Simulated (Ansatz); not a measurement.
## CaC2, response to strain

The reference is CaC2 (space group C2/m, No. 12; a cell from a computed database, its experimental status unchecked).

```xyz
6
Lattice="3.5341 -1.8885 0.0000 3.5341 1.8885 0.0000 -2.1335 0.0000 7.0308" Properties=species:S:1:pos:R:3 pbc="T T T"
Ca     4.0422     0.0000     5.2970
Ca     0.8926     0.0000     1.7338
C     -0.6393     0.0000     3.9756
C      5.5740     0.0000     3.0552
C      3.0609     0.0000     0.4145
C      1.8738     0.0000     6.6163
```

Cartesian axes are those of the cell as printed.

Strains are applied to the cell and any free atomic positions relax; under biaxial strain the out-of-plane vector relaxes too.

The values are results of PBEsol in Ansatz (plane waves to 420 eV, PAW, without spin-orbit coupling), not measurements.

Notes on the quantities. energy relative to the base: free energy F.

| change | band gap | energy relative to the base | volume per atom |
|---|---|---|---|
| base | 2.07 eV | 0 meV/atom | 15.64 Å³ |
| biaxial strain +1.57 %, plane normal [001], relaxed out of plane | 2.00 eV | – | 15.86 Å³ |
| isotropic strain +2.83 % | 2.30 eV | +19 meV/atom | 17.01 Å³ |
| isotropic strain +4.46 % | 2.42 eV | +45 meV/atom | 17.83 Å³ |
| tensor shear ε_xz = +1.81 % | 2.07 eV | +3.8 meV/atom | 15.64 Å³ |

Gaps are read on the SCF mesh and a high-symmetry path. Stability against distortions was not tested.

Ansatz is a program for electronic structure.
